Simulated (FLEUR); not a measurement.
Band structure of Mo3Si (Pm-3n, 8 atoms in the cell).

```
CELL_PARAMETERS angstrom
      4.93890     0.00000     0.00000
      0.00000     4.93890     0.00000
      0.00000     0.00000     4.93890
ATOMIC_POSITIONS crystal
  Si 0.50000 0.50000 0.50000
  Si 0.00000 0.00000 0.00000
  Mo 0.25000 0.00000 0.50000
  Mo 0.50000 0.25000 0.00000
  Mo 0.50000 0.75000 0.00000
  Mo 0.75000 0.00000 0.50000
  Mo 0.00000 0.50000 0.75000
  Mo 0.00000 0.50000 0.25000
```

Method of the run: PBE, all-electron FLAPW (FLEUR), scalar-relativistic valence.

Settings: Kmax = 3.8 1/bohr; GmaxXC = 15.2 1/bohr; xcFunctional = pbe; jspins = 1; l_soc = F; mode = hist; fermiSmearingEnergy = 0.00734986 Htr; mesh (inpgen div1-3) = 5 5 5; inpgen gamma flag = false; Gmax = 15.2 1/bohr; numbands = 0; maxIterBroyd = 15; imix = Anderson; alpha = 0.05.

The starting cell has typed, rounded lattice constants, without a prior relaxation at this level. Its lattice was rescaled by a random factor within 2.5 % of one. Spin polarisation is off. Values depend on the basis (sphere radii, cutoffs, local orbitals), which need not be converged.

Levels in eV from the Fermi level, bands 43 to 50:
```csv
point,43,44,45,46,47,48,49,50
Γ,-1.52,-1.52,1.18,1.18,1.18,1.90,2.26,2.26
X,-1.69,-1.69,0.18,0.18,0.90,0.90,1.45,1.45
M,-1.06,-0.89,-0.89,-0.80,-0.65,-0.47,-0.17,0.18
R,-1.22,-1.22,-1.22,-1.22,-1.22,-1.22,1.21,1.21
```
